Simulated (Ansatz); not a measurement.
System: AlSn2Sb (model structure, started from the BC2N type, R3m, No. 160, 4 atoms in the cell). Method: PBEsol (PAW; Ansatz, a first-principles code).

Output (set-up and result lines):

```
Relaxation: its limit of steps is 80 (relax.max_steps)
Crystal: 4 atoms, lattice volume = 131.279 Å³
Basis set: ecut = 520 eV, 3579 PW (Γ), FFT grids on a1−a3, a2−a3, a3, exchange–correlation on 72×72×120 points (8 copies of the dense FFT grid, shifted against one another)
Bands: 28, of which v1, the nominal top of the filled ones, is band 23 counted from 1 (22 counted from 0)
Symmetry: 6 space group operations
Space group: R3m (ITA 160), of the structure as read, at distance tolerance 5.1e-5 Å
k-points: 417 of 4096 (time reversal used)
Functional: x = pbesol(κ = 0.804, μ = 0.12345679012345678), c = pbesol(β = 0.046)
SCF iter   1: F=—  HF=-18831.841494 eV  |F-HF|=—  |Δ(HF+E_count)|=         —  Δρ=3.15e-3  dr2=5.94e-2
SCF iter   2: F=—  HF=-18831.830956 eV  |F-HF|=—  |Δ(HF+E_count)|=   1.05e-2  Δρ=2.00e-3  dr2=2.94e-2
  ...
SCF 1 converged in 7 iterations: F = -18831.824378 eV  dr2 = 3.98e-8
Crystal: 4 atoms, lattice volume = 131.279 Å³
Basis set: ecut = 520 eV, 3591 PW (Γ), FFT grids on a1−a3, a2−a3, a3, exchange–correlation on 72×72×120 points (8 copies of the dense FFT grid, shifted against one another)
Initial density: handed on by an earlier stage of this run
SCF 2 converged in 5 iterations: F = -18831.824282 eV  dr2 = 8.25e-9
Crystal: 4 atoms, lattice volume = 131.279 Å³
SCF 3 converged in 9 iterations: F = -18831.824638 eV  dr2 = 1.42e-13
Crystal: 4 atoms, lattice volume = 131.279 Å³
SCF 4 converged in 5 iterations: F = -18831.824659 eV  dr2 = 3.29e-10
Crystal: 4 atoms, lattice volume = 131.279 Å³
SCF iter   5: F=—  HF=-18831.824659 eV  |F-HF|=—  |Δ(HF+E_count)|=  2.36e-10  Δρ=2.28e-7  dr2=4.01e-11
SCF iter   6: F=-18831.824659 eV  HF=-18831.824659 eV  |F-HF|=3.64e-12  |Δ(HF+E_count)|=  2.55e-11  Δρ=5.35e-8  dr2=2.30e-12
SCF 5 converged in 6 iterations: F = -18831.824659 eV  dr2 = 2.30e-12
SCF converged after 6 iterations
Free energy (F): -18831.824659 eV
Internal energy: -18831.818940 eV  (E = F + TS)
E sigma→0 (E₀):  -18831.821800 eV
Fermi energy:    6.683726 eV
--- Forces (eV/Å), atoms counted from 1 ---
  atom   1  Al     0.00000000     0.00000000    -0.00091481
  atom   2  Sb    -0.00000000    -0.00000000     0.00091462
  atom   3  Sn     0.00000000    -0.00000000     0.00016490
  atom   4  Sn     0.00000000     0.00000000    -0.00016506
--- Stress (GPa, compression-positive) ---
       -0.801689       0.000000      -0.000000
        0.000000      -0.801689      -0.000000
       -0.000000      -0.000000      -0.799095
  P = ⅓ Tr σ = -0.8008 GPa (-8.008 kbar)
```

### Question
Write an input file that could have produced this run (the log leaves some choices open).

### Answer
Several could match; the one computed here: 
Ansatz 0.2 input:
```yaml
crystal:
  lattice:
    - [2.2757640363, 1.3139129789, 7.3173015536]
    - [-2.2757640363, 1.3139129789, 7.3173015536]
    - [0.0, -2.6278259579, 7.3173015536]
  atoms:
    - { symbol: Al, position: [-0.0089904362, -0.0089904362, -0.0089904362] }
    - { symbol: Sb, position: [0.1159552781, 0.1159552781, 0.1159552781] }
    - { symbol: Sn, position: [0.5064768022, 0.5064768022, 0.5064768022] }
    - { symbol: Sn, position: [0.636591356, 0.636591356, 0.636591356] }
basis:
  ecutwfc: 520
  ecutrho_ratio: 4
  xc_grid: 2
kpoints:
  mp_grid: { grid: [16, 16, 16] }
hamiltonian:
  xc: pbesol
  dispersion: none
  pseudopotentials: { kind: paw }
scf:
  occupations: { method: fermi_dirac, width: 0.05 }
output:
  forces: true
  stress: true
  eigenvalues: true
relax:
  f_tol: 0.004
  escape_saddle: false
  max_steps: 80
  cell: { stress_tol: 0.02, fix: [volume] }
```

The cell is one volume of an energy–volume scan, off the minimum.

The PAW data were made under PBE.

Note: the relaxation could raise the start's symmetry but not lower it, so the cell can be a saddle point.

A model structure was made by putting elements into a prototype or built by hand; it is no filed structure, need not be a known phase, and can be a saddle point held by its symmetry.
